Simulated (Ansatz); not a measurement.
# Thickness series in CdSe

Base system: CdSe in the wurtzite structure (space group P6_3mc, No. 186; a = 4.302 Å, c = 7.021 Å). Axes: x lies along a and z along c of the hexagonal cell.

Free-standing slabs (4 atom(s) a layer) normal to the y axis with 15 Å of vacuum; in-plane cell held at bulk.

All numbers come from PBEsol (Ansatz, a program for electronic structure, PAW, no spin-orbit coupling).

Candidates:
(a) 3 layers
(b) 2 layers
(c) 1 layer
(d) 4 layers

Before the change:

- Band gap: 0.54 eV

Question: Order them by band gap, highest first.

Answer: (c) 1 layer (1.73 eV), (b) 2 layers (1.32 eV), (a) 3 layers (1.14 eV), (d) 4 layers (1.01 eV)

Stability against distortions was not tested.
